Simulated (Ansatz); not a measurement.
Base system: SrTe in the rock salt structure (space group Fm-3m, No. 225).

```cif
data_Sr4Te4
_chemical_formula_sum 'Sr4 Te4'
_space_group_name_H-M_alt 'Fm-3m'
_space_group_IT_number 225
_space_group_name_Hall '-F 4 2 3'
_cell_length_a 6.60667
_cell_length_b 6.60667
_cell_length_c 6.60667
_cell_angle_alpha 90.000
_cell_angle_beta 90.000
_cell_angle_gamma 90.000
loop_
_atom_site_label
_atom_site_type_symbol
_atom_site_symmetry_multiplicity
_atom_site_Wyckoff_symbol
_atom_site_fract_x
_atom_site_fract_y
_atom_site_fract_z
_atom_site_occupancy
Sr1 Sr 4 a 0.00000 0.00000 0.00000 1
Te1 Te 4 b 0.50000 0.50000 0.50000 1
```
(The calculation used a cell of 2 atoms; values per cell refer to that cell.)

Level of theory: PBEsol (Ansatz, a first-principles code), no spin-orbit coupling.

For the base:

The smallest direct gap is 2.33 eV and the pressure comes out as 0.00 GPa.

It is then changed as follows: every lattice vector is shortened by 1.50 %, atoms relaxed at fixed cell.

Problem. Predict the new smallest direct gap and pressure.

Solution. The smallest direct gap drops by 0.10 eV, from 2.33 eV to 2.23 eV; the pressure goes from zero to 1.78 GPa.

With Te present, leaving out spin-orbit coupling can change the band edges. The cells carry an imposed strain or load. Whether these cells are dynamically stable was not tested.
